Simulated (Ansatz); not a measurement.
Results of PBEsol (PAW; Ansatz, an electronic-structure program) for MoS2 (P-6m2, No. 187, 3 atoms in the cell; start mp-1023924; a measured phase of this formula has another space group).

Settings: plane-wave cutoff 500 eV, 18×18×1 k mesh (along the axes of the cell as run), gaussian smearing 0.02 eV, no spin polarisation, scalar-relativistic PAW data made under PBE.

Cell (relaxed at this level):

```cif
data_MoS2
_chemical_formula_sum 'Mo1 S2'
_space_group_name_H-M_alt 'P-6m2'
_space_group_IT_number 187
_space_group_name_Hall 'P -6 2'
_cell_length_a 3.14053
_cell_length_b 3.14053
_cell_length_c 17.33390
_cell_angle_alpha 90.000
_cell_angle_beta 90.000
_cell_angle_gamma 120.000
loop_
_atom_site_label
_atom_site_type_symbol
_atom_site_symmetry_multiplicity
_atom_site_Wyckoff_symbol
_atom_site_fract_x
_atom_site_fract_y
_atom_site_fract_z
_atom_site_occupancy
Mo1 Mo 1 a 0.00000 0.00000 0.00000 1
S1 S 2 h 0.33333 0.66667 0.08990 1
```

### Question
What does this level give for the band gap?

### Answer

- band gap: 1.81 eV (on the SCF k mesh)

Note: the relaxation could not lower the start's symmetry, so the cell can be a saddle point above a distorted one; the cell has widely spaced layers and the level no dispersion term, so their spacing and the moduli can rest on weak binding.

Spin–orbit coupling is not included.

A start named mp-… is a Materials Project structure, which need not be a measured phase.
